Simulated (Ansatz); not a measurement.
Take ZnGeP₂ in the chalcopyrite structure (space group I-42d, No. 122; a = 5.4999 Å, c = 10.8444 Å) as the base. Axes: x, y, z lie along a, b, c of the conventional cell.

Method: DFT with PBE, PAW potentials and a 420 eV plane-wave cutoff in Ansatz (an electronic-structure program), no spin-orbit coupling.

Before the change:

Shortest interatomic distance: 2.360 Å

One thing is altered: biaxial strain +1.85 %, plane normal [001], relaxed out of plane (Cartesian); in-plane vectors clamped, the third vector and the atoms free.

Q: What happens to the ratio −ε⊥/ε∥?

A: The ratio −ε⊥/ε∥ comes out as 0.88.

Q: Predict the new shortest interatomic distance.

A: The shortest interatomic distance increases by 0.012 Å to 2.372 Å.

No phonon test of stability was made.
